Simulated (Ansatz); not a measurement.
Given:

End structure of a constructed model of the (111) surface of fcc Ag, a pseudomorphic layer of Sc in the other hollow (bottom of the slab: a bare face, its two planes held):

```xyz
7
Lattice="2.9334 0.0000 0.0000 -1.4667 2.5404 0.0000 0.0000 0.0000 31.0000" Properties=species:S:1:pos:R:3 pbc="T T T"
Ag     0.0000     1.6936     8.1136
Ag     1.4667     0.8468    10.5087
Ag     0.0000     0.0000    12.9001
Ag     0.0000     1.6936    15.2979
Ag     1.4667     0.8468    17.6999
Ag     0.0000     0.0000    20.1480
Sc     1.4667     0.8468    22.6215
```

Model: 7-atom slab, 14.8 Å thick at the start with caps and adatoms, 15x15x1 mesh, Fermi-Dirac 0.1 eV, dipole correction, 2 atoms held, the rest relaxed; symmetry of the start imposed; no spin, no spin-orbit, no U. In PBE it lies 0.01 eV a 1x1 cell over the lowest computed structure of the same composition (a pseudomorphic layer of Sc in the host's stacking).

What is the computed work function of the top face (PBE (Ansatz, a first-principles code))?

3.80 eV
